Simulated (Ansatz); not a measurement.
Mo5Si3 (space group I4/mcm, No. 140)

```
CELL_PARAMETERS angstrom
     -4.80193     4.80193     2.43593
      4.80193    -4.80193     2.43593
      4.80193     4.80193    -2.43593
ATOMIC_POSITIONS crystal
  Si 0.83250 0.66750 0.50000
  Si 0.16750 0.33250 0.50000
  Si 0.66750 0.16750 0.83500
  Si 0.33250 0.83250 0.16500
  Si 0.75000 0.75000 0.00000
  Si 0.25000 0.25000 0.00000
  Mo 0.92339 0.22433 0.14772
  Mo 0.07661 0.77567 0.85228
  Mo 0.22433 0.07661 0.30094
  Mo 0.77567 0.92339 0.69906
  Mo 0.57661 0.72433 0.30094
  Mo 0.42339 0.27567 0.69906
  Mo 0.27567 0.57661 0.85228
  Mo 0.72433 0.42339 0.14772
  Mo 0.25000 0.75000 0.50000
  Mo 0.75000 0.25000 0.50000
```

Level of theory: PBEsol, PAW, 420 eV (Ansatz, a first-principles code; spin-orbit coupling left out). Settings: 9×9×9 k-points, 0.05 eV Fermi–Dirac smearing.

| Item | Value |
|---|---|
| Volume per atom | 14.04 Å³ |
| Density | 8.34 g/cm³ |
| Band gap | zero |
| Total energy | -3294.436 eV/atom (σ→0; compares only within this code and set-up) |

Stability against distortions was not tested. All final runs are without spin polarisation.
